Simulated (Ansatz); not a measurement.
The starting structures come from a database of crystals and need not be the phases stable at ambient conditions.

Tunnelling through a barrier is set by its complex band structure: the current falls as exp(−2κd) with the smallest κ.

```yaml
crystal:
  lattice:
    - [8.68142, 0.00000, 0.00000]
    - [4.34071, 8.04256, 0.03483]
    - [0.00000, 4.65378, 7.32868]
  atoms:
    - { symbol: Tl, position: [0.99653, 0.71924, 0.49653] }
    - { symbol: Tl, position: [0.00347, 0.28076, 0.50347] }
    - { symbol: Tl, position: [0.78423, 0.71924, 0.99653] }
    - { symbol: Tl, position: [0.21577, 0.28076, 0.00347] }
    - { symbol: Tl, position: [0.28423, 0.71924, 0.78423] }
    - { symbol: Tl, position: [0.71577, 0.28076, 0.21577] }
    - { symbol: Tl, position: [0.49653, 0.71924, 0.28423] }
    - { symbol: Tl, position: [0.50347, 0.28076, 0.71577] }
    - { symbol: Tl, position: [0.00000, 0.00000, 0.00000] }
    - { symbol: Tl, position: [0.50000, 0.00000, 0.50000] }
    - { symbol: Se, position: [0.16053, 0.00000, 0.33947] }
    - { symbol: Se, position: [0.83947, 0.00000, 0.66053] }
    - { symbol: Se, position: [0.66053, 0.00000, 0.16053] }
    - { symbol: Se, position: [0.33947, 0.00000, 0.83947] }
    - { symbol: I, position: [0.25000, 0.50000, 0.25000] }
    - { symbol: I, position: [0.75000, 0.50000, 0.75000] }
```

Space group of this cell: I4/mcm. The cell was relaxed by PBE-D3(BJ); by r2SCAN its mean pressure is 0.8 GPa.

Transport runs along the normal of the first two printed cell vectors, the (101) plane of the conventional cell.

The gap is the functional's own, uncorrected, and κ follows it; spin-orbit coupling is left out. Mid-gap values are interpolated between the computed energies.

### Question
Compute, with r2SCAN (Ansatz, a quantum-chemistry and plane-wave program), the band gap and the smallest decay constant κ at mid-gap.

### Answer
Gap 0.95 eV on a 6×6×6 mesh; κ = 0.129 1/Å, at the zone centre.
